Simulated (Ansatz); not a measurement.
Effect of pressure 4.2 GPa on LiBr

The reference is LiBr in the rock salt structure (space group Fm-3m, No. 225; a = 5.511 Å).

One thing is altered: cell and atoms relaxed at a pressure of 4.2 GPa.

Computed with Ansatz (a first-principles code), PBE, PAW, cutoff 420 eV, no spin-orbit coupling. Settings: 10×10×10 k-points, 0.05 eV Fermi–Dirac smearing.

```csv
quantity,base,changed,shift
volume per atom,20.92 Å³,18.47 Å³,-2.45 Å³
density,3.45 g/cm³,3.90 g/cm³,+0.457 g/cm³
lattice parameter a,551.1 pm,528.7 pm,-22.4 pm
shortest interatomic distance,275.6 pm,264.4 pm,-11.2 pm
enthalpy H = E + PV relative to the base's energy,–,+0.51 eV/atom,–
band gap,4.91 eV,5.50 eV,+0.59 eV
width of the top valence band,1.13 eV,1.40 eV,+0.27 eV
electron mass,0.35 mₑ (at Γ),0.35 mₑ (at Γ),–
"valley order (the lowest conduction-band minima on the path, energy above the VBM, named in the base's zone)",Γ 4.91 eV; L along ⟨111⟩ 5.62 eV; X along ⟨100⟩ 6.23 eV,Γ 5.50 eV; L along ⟨111⟩ 5.67 eV; X along ⟨100⟩ 6.40 eV,–
```

Final structure:

```xyz
2
Lattice="0.0000 2.6436 2.6436 2.6436 0.0000 2.6436 2.6436 2.6436 0.0000" Properties=species:S:1:pos:R:3 pbc="T T T"
Br     0.0000     0.0000     0.0000
Li     2.6436     2.6436     2.6436
```

Cost of the whole job for the changed cell (relaxation, final SCF and bands): roughly 6 core-seconds.

Load acts through the strain it causes; cell and atoms are relaxed under it. Masses are band curvatures over ±0.01 Å⁻¹ around the edge. Whether these cells are dynamically stable was not tested.
